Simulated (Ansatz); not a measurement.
Start from SiO2 in the rutile structure (space group P4_2/mnm, No. 136; a = 4.1945 Å, c = 2.6785 Å). Axes: x, y, z lie along a, b, c of the conventional cell.

Computed with PBEsol, PAW, 420 eV (Ansatz, a first-principles code; spin-orbit coupling left out).

Before the change:

- Band gap: 5.35 eV
- Valence-band top at Γ: 0.00, -0.88, -0.88 eV

It is then changed as follows: compressive biaxial strain of 1.80 % in the plane normal to [001], as in epitaxy on a mismatched substrate; the out-of-plane cell vector and the atoms relax.

Q: What happens to the out-of-plane strain, band gap, in-plane stress and valence-band top at Γ?

A: The out-of-plane strain comes out as +1.00 %; the band gap rises by 0.313 eV to 5.67 eV; the mean in-plane stress (compression positive) comes out as +10.5 GPa; the valence-band top at Γ (three highest levels, from the VBM) stays 0.00, -0.88, -0.88 eV.

Gaps are Kohn–Sham eigenvalue differences; semilocal functionals usually give less than the measured gap. No phonon test of stability was made.
